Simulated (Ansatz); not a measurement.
Cu3PdN, pressure series

Start from Cu₃PdN in the anti-perovskite structure (space group Pm-3m, No. 221; a cell from a computed database, its experimental status unchecked).

```yaml
crystal:
  lattice:
    - [3.82007, 0.00000, 0.00000]
    - [0.00000, 3.82007, 0.00000]
    - [0.00000, 0.00000, 3.82007]
  atoms:
    - { symbol: Cu, position: [0.50000, 0.00000, 0.00000] }
    - { symbol: Cu, position: [0.00000, 0.50000, 0.00000] }
    - { symbol: Cu, position: [0.00000, 0.00000, 0.50000] }
    - { symbol: Pd, position: [0.50000, 0.50000, 0.50000] }
    - { symbol: N, position: [0.00000, 0.00000, 0.00000] }
```

Cell and atoms are relaxed at each pressure.

Calculations: PBEsol in Ansatz (plane waves to 420 eV, PAW, no SOC).

Notes on the quantities. enthalpy: H = E + PV relative to the base's energy.

```csv
case,volume per atom,enthalpy
base,11.15 Å³,–
pressure −2 GPa,11.27 Å³,-0.14 eV/atom
pressure −1 GPa,11.21 Å³,-0.07 eV/atom
pressure 0.3 GPa,11.13 Å³,+0.02 eV/atom
pressure 0.7 GPa,11.11 Å³,+0.05 eV/atom
pressure 1.5 GPa,11.06 Å³,+0.10 eV/atom
pressure 3 GPa,10.98 Å³,+0.21 eV/atom
pressure 5 GPa,10.88 Å³,+0.34 eV/atom
pressure 7.5 GPa,10.76 Å³,+0.51 eV/atom
pressure 10 GPa,10.64 Å³,+0.68 eV/atom
```

Load acts through the strain it causes; cell and atoms are relaxed under it. Whether these cells are dynamically stable was not tested. Competing high-pressure phases were not computed. All final runs are without spin polarisation.

Ansatz is a program for electronic structure.
